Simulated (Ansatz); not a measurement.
The parent structure is HgTe in the zinc blende structure (space group F-43m, No. 216).

```yaml
crystal:
  lattice:
    - [0.00000, 3.25489, 3.25489]
    - [3.25489, 0.00000, 3.25489]
    - [3.25489, 3.25489, 0.00000]
  atoms:
    - { symbol: Hg, position: [0.00000, 0.00000, 0.00000] }
    - { symbol: Te, position: [0.25000, 0.25000, 0.25000] }
```

All numbers come from PBEsol, PAW, 420 eV (Ansatz, a program for electronic structure; scalar-relativistic without spin-orbit coupling).

Strains are applied to the cell and any free atomic positions relax.

One change was made to it. Results:

```csv
quantity,base,after
energy relative to the base (free energy F),0 meV/atom,+9.8 meV/atom
pressure,0.0 GPa,2.1 GPa
```

Q: Name the change that was made.
A) isotropic strain +2.00 %
B) isotropic strain −1.50 %
C) isotropic strain −2.50 %

A: B, isotropic strain −1.50 %. For comparison, the energy relative to the base in the other runs: isotropic strain +2.00 % gives +15 meV/atom; isotropic strain −2.50 % gives +28 meV/atom.

A case with no gap was solved on a k-mesh chosen for an insulator, which is coarse for it. Stability against distortions was not tested. All final runs are without spin polarisation.
